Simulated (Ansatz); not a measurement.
Cells marked so need not be the phases stable at ambient conditions, and some may be hypothetical.

No gap correction and no spin-orbit coupling; mid-gap values are interpolated between computed energies.

A. Ca(ZnP)$_{2}$ (P-3m1, not sure to be the ambient phase, 5 atoms a cell, 19.0 Å³ an atom), along the normal of (100)
B. CdCO$_{3}$ (R-3c, not sure to be the ambient phase, 10 atoms a cell, 11.6 Å³ an atom), along the normal of (001)
C. Li2GeF6 (P4_2/mnm, not sure to be the ambient phase, 18 atoms a cell, 10.0 Å³ an atom), along the normal of (001)

Order them by mid-gap decay constant of the slowest evanescent state (lowest first) at the level r2SCAN (Ansatz, a quantum-chemistry and plane-wave program).

A (0.11 1/Å), C (0.60 1/Å), B (0.67 1/Å)
